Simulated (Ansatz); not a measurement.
## SnO under a change: biaxial strain −1.94 %, plane normal [001], relaxed out of plane

The reference is SnO in the litharge type structure (space group P4/nmm, No. 129; a = 3.836 Å, c = 4.757 Å; layered, stacked along the Cartesian z axis). Axes: x, y, z lie along a, b, c of the conventional cell.

Now apply this change: compressive biaxial strain of 1.94 % in the plane normal to [001], as in epitaxy on a mismatched substrate; the out-of-plane cell vector and the atoms relax.

Method: Ansatz (a program for electronic structure) PBE-D3(BJ), scalar-relativistic without spin-orbit coupling, earlier PAW set. Γ-centred 12×12×10 mesh, Fermi–Dirac width 0.05 eV.

The volume per atom falls by 0.475 Å³ to 17.03 Å³ and the space group is still P4/nmm (No. 129). The pressure (mean of the normal stresses, compression positive) goes from zero to 2.3 GPa and the band gap remains zero. The out-of-plane strain amounts to +1.17 % (rough) and the mean in-plane stress (compression positive) amounts to +3.4 GPa (rough).

Final structure (turned so that z lies along the plane normal):

```
SnO
1.0
    3.76176     0.00000     0.00000
    0.00000     3.76176     0.00000
    0.00000     0.00000     4.81306
Sn O
2 2
Direct
  0.50000   0.00000   0.24596
  0.00000   0.50000   0.75404
  0.00000   0.00000   0.00000
  0.50000   0.50000   0.00000
```

Cost of the whole job for the changed cell (relaxation, final SCF and bands): around 70 core-seconds (rough).

Without a gap, meshes like the base's 12×12×10 leave anisotropic stresses uncertain by several tenths of a GPa, and small strain energies with them. Whether these cells are dynamically stable was not tested. The final runs are not spin-polarised. The zero or small gap of SnO can change with the level of theory.
